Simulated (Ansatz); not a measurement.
Ti2InC (P6₃/mmc, No. 194; structure not from a measured cell), treated with PBEsol (Ansatz, a quantum-chemistry and plane-wave program, PAW).

Run with plane-wave cutoff 520 eV, 24×24×4 k mesh (along the axes of the cell as run), Fermi–Dirac smearing 0.046 eV (set by the program), no spin polarisation, scalar-relativistic PAW data made under PBE.

Computed at the level's own relaxed cell.

Hill averages of the elastic tensor: K = 139.5 GPa, G = 106.0 GPa. Volume 14.664 Å³/atom, mean atomic mass 55.641 u.

Problem. Work out the density, the sound velocities of a polycrystal and the elastic Debye temperature at this level.

Solution. ρ = 1.66054 × 55.641/14.664 = 6.301 g/cm³. v_l = √[(K + 4G/3)/ρ] = 6.676 km/s and v_t = √(G/ρ) = 4.102 km/s. The mean follows from 3/v_m³ = 1/v_l³ + 2/v_t³: v_m = 4.527 km/s. Θ_D = (ħ/k_B) v_m (6π²/V)^(1/3) = 76.38 K Å s/km × 4.527 × 1.5925 Å⁻¹ = 551 K, counting all atoms of the cell.

Note: the relaxation could not lower the start's symmetry, so the cell can be a saddle point above a distorted one.
